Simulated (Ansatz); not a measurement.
The starting structures come from a database of crystals and need not be the phases stable at ambient conditions.

 Where the default PAW files enter, the runs use the earlier of Ansatz's two default sets.

The decay constant κ of evanescent states in the gap governs leakage through a thin film.

Consider the following.

```yaml
crystal:
  lattice:
    - [6.75991, 0.00000, 0.00000]
    - [0.00000, 6.75991, 0.00000]
    - [3.37995, -3.37995, 4.77998]
  atoms:
    - { symbol: Cs, position: [0.25000, 0.25000, 0.50000] }
    - { symbol: Cs, position: [0.75000, 0.75000, 0.50000] }
    - { symbol: Tl, position: [0.50000, 0.50000, 0.00000] }
    - { symbol: Tl, position: [0.00000, 0.00000, 0.00000] }
    - { symbol: F, position: [0.22766, 0.22766, 0.00000] }
    - { symbol: F, position: [0.77234, 0.77234, 0.00000] }
    - { symbol: F, position: [0.77234, 0.22766, 0.00000] }
    - { symbol: F, position: [0.22766, 0.77234, 0.00000] }
    - { symbol: F, position: [0.77234, 0.22766, 0.45532] }
    - { symbol: F, position: [0.22766, 0.77234, 0.54468] }
```

Space group of this cell: Fm-3m. The cell is taken as given.

Transport runs along the normal of the first two printed cell vectors, the (001) plane of the conventional cell.

The gap is the functional's own, uncorrected, and κ follows it; spin-orbit coupling is left out. Mid-gap values are interpolated between the computed energies.

### Question
Compute, with Ansatz (a quantum-chemistry and plane-wave program) with r2SCAN, the band gap and the smallest decay constant κ at mid-gap.

### Answer
Gap 2.50 eV on a 6×6×6 mesh; κ = 0.349 1/Å, at (0.500, 0.000) of the in-plane reciprocal vectors. At the zone centre, at the nearest computed energy, the slowest state has κ = 0.38 1/Å.
